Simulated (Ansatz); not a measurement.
For HfSiO4 (I4₁/amd, No. 141, 12 atoms in the cell; start COD 9000852), PBE in Ansatz (plane waves, PAW) gives:

| Item | Value |
|---|---|
| lattice parameter a | 6.646 Å |
| lattice parameter c | 6.014 Å |
| bulk modulus | 210 GPa |
| cohesive energy | 7.05 eV/atom |
| band gap at the measured cell | 5.45 eV |

Problem. What does r²SCAN (plane waves, PAW; Ansatz, a first-principles code) give for the same quantities?

Solution. 
- lattice constant a: 6.582 Å (decreases by 1.0 %)
- lattice parameter c: 5.971 Å (falls by 0.7 %)
- bulk modulus: 235 GPa (goes up by 12 %)
- cohesive energy: 7.18 eV/atom (rises by 0.13 eV/atom)
- band gap at the measured cell: 6.02 eV (goes up by 0.57 eV)

Changes are worked out from the printed values.

Unless a cell is named, each level is at its own relaxed cell (PBE 11.07, r²SCAN 10.78 Å³/atom).

Levels without +SOC leave out spin–orbit coupling, which shifts energies and cells of such heavy elements.

Levels without +SOC have no spin–orbit coupling; where heavier elements are present it shifts gaps, mostly down, and can invert bands. Density-functional gaps are differences of (generalised) Kohn–Sham levels.

Caveats: the bulk modulus is −V dP/dV from two relaxed cells at ±2 % in volume (PBE, r²SCAN); the relaxation could not lower the start's symmetry, so the cell can be a saddle point above a distorted one (PBE, r²SCAN). Ansatz's density-functional and Hartree–Fock values are scalar-relativistic unless marked +SOC, with PAW data made under PBE.
